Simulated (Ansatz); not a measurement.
Consider CdSe in the wurtzite structure (space group P6_3mc, No. 186; a = 4.340 Å, c = 7.078 Å). Axes: x lies along a and z along c of the hexagonal cell.

Modification: the cell is compressed by 1.36 % along z with no lateral relaxation; the atoms relax in the strained cell.

The values are results of plane-wave PAW DFT at the r2SCAN level (Ansatz, an electronic-structure program, 500 eV), no SOC, not measurements.

Base, band edges from the VBM (valence, conduction): K -1.63, 4.57; H -1.08, 4.20; M -0.73, 3.63; L -1.30, 3.34; A -0.38, 2.79; Γ 0.00, 1.11 eV.

**Question.** Give the band edges at the high-symmetry points of the new zone, measured from its valence-band maximum.

**Answer.** 
```
point  valence edge (eV)  conduction edge (eV)
-----  -----------------  --------------------
Γ                   0.00                  1.16
M                  -0.75                  3.67
K                  -1.65                  4.62
A                  -0.41                  2.80
L                  -1.28                  3.39
H                  -1.05                  4.30
```

The gap is 1.16 eV, direct at Γ.

Whether these cells are dynamically stable was not tested.
